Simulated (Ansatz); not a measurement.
The reference is HfO2 in the fluorite structure (space group Fm-3m, No. 225; a = 5.098 Å).

(Cell as relaxed with PBE.)

Levels (all Ansatz, a first-principles code, PAW, earlier PAW set): PBE (420 eV, no spin-orbit coupling); r2SCAN (500 eV, scalar-relativistic without spin-orbit coupling).

Each level relaxes its own structure.

```
base                      PBE    r2SCAN
-------------------  --------  --------
volume per atom      11.04 Å³  10.79 Å³
lattice parameter a   5.098 Å   5.059 Å
band gap              3.75 eV   4.30 eV
```

Now apply this change: a hydrostatic pressure of 7 GPa.

| quantity | PBE | r2SCAN |
|---|---|---|
| band gap | 3.81 eV | ? |
| lattice parameter a | 5.053 Å | ? |
| electron mass | 1.2 mₑ along k, 0.73 mₑ across (at X) | ? |

### Question
What does r2SCAN give?

### Answer

- band gap, r2SCAN: 4.37 eV
- lattice parameter a, r2SCAN: 5.018 Å
- electron mass, r2SCAN: 1.1 mₑ along k, 0.75 mₑ across (at X)

PBE's band gap lies 0.555 eV below r2SCAN's; PBE's lattice parameter a lies 0.035 Å above r2SCAN's (0.7 %). Neither level is exact; r2SCAN is the comparison here, not a measurement.

Spin-orbit coupling, missing from the scalar runs, can matter with Hf. Load acts through the strain it causes; cell and atoms are relaxed under it. Masses are band curvatures over ±0.01 Å⁻¹ around the edge. Along k means along the line from Γ to the band edge. Whether these cells are dynamically stable was not tested. Competing high-pressure phases were not computed. This is not the structure that HfO2 has at room temperature and ambient pressure.
